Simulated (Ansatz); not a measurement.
# Pressure series in hypothetical zinc blende HgO

Take HgO in the zinc blende structure (space group F-43m, No. 216; a = 5.196 Å; a hypothetical phase, not in the database extracts checked) as the base.

Cell and atoms are relaxed at each pressure.

Computed with Ansatz (a first-principles code), PBEsol, PAW, cutoff 420 eV, no spin-orbit coupling.

Notes on the quantities. enthalpy: H = E + PV relative to the base's energy.

```json
[
 {"change": "base", "lattice parameter a": "5.196 Å", "enthalpy": "–"},
 {"change": "pressure −2 GPa", "lattice parameter a": "5.235 Å", "enthalpy": "-0.22 eV/atom"},
 {"change": "pressure −1 GPa", "lattice parameter a": "5.215 Å", "enthalpy": "-0.11 eV/atom"},
 {"change": "pressure 1.8 GPa", "lattice parameter a": "5.165 Å", "enthalpy": "+0.20 eV/atom"},
 {"change": "pressure 4.2 GPa", "lattice parameter a": "5.127 Å", "enthalpy": "+0.45 eV/atom"},
 {"change": "pressure 9 GPa", "lattice parameter a": "5.062 Å", "enthalpy": "+0.95 eV/atom"},
 {"change": "pressure 18 GPa", "lattice parameter a": "4.966 Å", "enthalpy": "+1.83 eV/atom"},
 {"change": "pressure 30 GPa", "lattice parameter a": "4.867 Å", "enthalpy": "+2.94 eV/atom"},
 {"change": "pressure 45 GPa", "lattice parameter a": "4.773 Å", "enthalpy": "+4.25 eV/atom"},
 {"change": "pressure 60 GPa", "lattice parameter a": "4.697 Å", "enthalpy": "+5.49 eV/atom"}
]
```

Load acts through the strain it causes; cell and atoms are relaxed under it. Stability against distortions was not tested. Competing high-pressure phases were not computed. All final runs are without spin polarisation.
